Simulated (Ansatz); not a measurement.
**How the bulk modulus B0 of HfPt3 (Pm-3m, No. 221, 4 atoms in the cell; start mp-1018054) moves with the method**

No measured value is used here.

```csv
level (code),value (GPa),cell (Å³/atom)
LDA (Ansatz),275,15.51
PBEsol (Ansatz),258,15.83
r²SCAN (Ansatz),251,16.08
```

The crystal itself was run without spin with LDA, PBEsol, r²SCAN; a magnetic state was not tried in these runs. Density-functional levels without +SOC have no spin–orbit coupling. LDA, PBEsol, r²SCAN: the bulk modulus is −V dP/dV from two relaxed cells at ±2 % in volume. LDA, PBEsol, r²SCAN: the relaxation could not lower the start's symmetry, so the cell can be a saddle point above a distorted one. Each level is taken at its own relaxed cell. Cutoffs differ between the levels. Ansatz's density-functional and Hartree–Fock values are scalar-relativistic unless marked +SOC, with PAW data made under PBE.

A start named mp-… is a Materials Project structure, which need not be a measured phase.

Ansatz is a program for electronic structure.
